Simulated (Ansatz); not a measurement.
We consider stishovite (SiO2), described by RPBE in Ansatz (plane waves, PAW).

Settings: plane-wave cutoff 520 eV, 8×8×12 k mesh (along the axes of the cell as run), Fermi–Dirac smearing 0.01 eV, scalar-relativistic PAW data made under PBE.

Properties against volume:

Shape and atoms are relaxed at each volume.

```csv
V (Å³/atom),P (GPa),direct gap at Γ (eV),c (Å),a (Å)
7.889,10.94,5.398,2.682,4.201
8.053,5.10,5.094,2.691,4.237
8.218,0.00,4.815,2.700,4.274
8.382,-4.37,4.563,2.706,4.311
8.546,-8.06,4.339,2.710,4.350
```

A straight line through the gaps at Γ against ln V gives a volume deformation potential dE_g(Γ)/d ln V of -13.2 eV: the gap at Γ widens under compression.

Note: the bulk modulus comes from volumes at which shape and atoms were relaxed.

Ansatz is a first-principles code.
